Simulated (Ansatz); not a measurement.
The starting structures come from a database of crystals and need not be the phases stable at ambient conditions.

Tunnelling through a barrier is set by its complex band structure: the current falls as exp(−2κd) with the smallest κ.

```xyz
18
Lattice="3.5669 0.0000 0.0000 0.0000 16.0407 0.0000 -0.7259 -8.0203 3.9990" Properties=species:S:1:pos:R:3 pbc="T T T"
Cd     2.8488     1.8463     0.6670
Cd     2.8488    14.1944     0.6670
Cd     0.2358    10.8820     1.6524
Cd     0.2358     5.1587     1.6524
B      1.5143    -3.1985     3.0985
B      1.5143     3.1985     3.0985
B      0.2910     8.0203     2.5666
Bi     1.1447     0.0000     3.5152
O      2.0477    10.3799     0.2127
O      2.0477     5.6608     0.2127
O      2.2133    -4.3775     3.2248
O      2.2133     4.3775     3.2248
O      1.0402     2.8232     1.8548
O      1.0402    -2.8232     1.8548
O      0.3581     9.2314     3.2384
O      0.3581     6.8093     3.2384
O      0.1487     8.0203     1.1869
O      2.9170     0.0000     2.0379
```

Space group of this cell: Cm. The cell is taken as given; by r2SCAN its mean pressure is -4.7 GPa.

Transport runs along the normal of the first two printed cell vectors.

The gap is the functional's own. No spin-orbit coupling. Mid-gap values are interpolated on the energy grid.

Compute, with r2SCAN (Ansatz, an electronic-structure program), the band gap and the smallest decay constant κ at mid-gap.

Gap 2.61 eV on a 8×8×8 mesh; κ = 0.379 1/Å, at the zone centre.
